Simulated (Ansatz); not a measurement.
## Pt (Fm-3m): band-structure transport figures

Given:

```
CELL_PARAMETERS angstrom
      0.00000     1.95495     1.95495
      1.95495     0.00000     1.95495
      1.95495     1.95495     0.00000
ATOMIC_POSITIONS crystal
  Pt 0.00000 0.00000 0.00000
```

Level of theory: PBEsol, rigid bands (plane waves, PAW, scalar-relativistic; Ansatz, an electronic-structure program). Condition of this run: hydrostatic pressure 2 GPa (the target of the relaxation). Cell: cell and atoms relaxed with PBEsol, then loaded as said.

The density of states at the Fermi level comes out as 1.98 states/(eV·cell), both spins and the bare Sommerfeld coefficient is 4.7 mJ/(mol of atoms·K²). The drude plasma energy is 9.0 eV and the root-mean-square Fermi velocity is 4.8e5 m/s. The resistivity times τ is 6.1 ×10⁻²² Ω·m·s and the resistivity times mean free path is 3.4 ×10⁻¹⁶ Ω·m².

A metal at this level (no band gap); rigid bands, thermally averaged at 300 K, both spins. Spin-orbit coupling is left out, which matters with elements this heavy. τ is one relaxation time for all states; the product of resistivity and mean free path takes one path for all states instead.
